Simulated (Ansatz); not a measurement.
## Effect of pressure −2 GPa on TiN

The parent structure is TiN in the rock salt structure (space group Fm-3m, No. 225; a = 4.233 Å).

Now apply this change: hydrostatic tension (pressure −2 GPa).

Calculations: r2SCAN, PAW, 500 eV (Ansatz, an electronic-structure program; spin-orbit coupling left out). Settings: 19×19×19 k-points, 0.05 eV Fermi–Dirac smearing.

The volume per atom rises by 0.065 Å³ to 9.54 Å³ and the density shrinks by 0.04 g/cm³, from 5.42 g/cm³ to 5.38 g/cm³. The shortest interatomic distance grows by 0.009 bohr (3.999 bohr → 4.008 bohr) and the enthalpy H = E + PV relative to the base's energy comes out as -0.12 eV/atom. The band gap is still zero.

Final structure:

```yaml
crystal:
  lattice:
    - [0.00000, 2.12111, 2.12111]
    - [2.12111, 0.00000, 2.12111]
    - [2.12111, 2.12111, 0.00000]
  atoms:
    - { symbol: N, position: [0.00000, 0.00000, 0.00000] }
    - { symbol: Ti, position: [0.50000, 0.50000, 0.50000] }
```

Cost of the whole job for the changed cell (relaxation, final SCF and bands): about 10 core-seconds (a rough figure).

Load acts through the strain it causes; cell and atoms are relaxed under it. No phonon test of stability was made. All final runs are without spin polarisation. An odd electron count without spin: TiN.
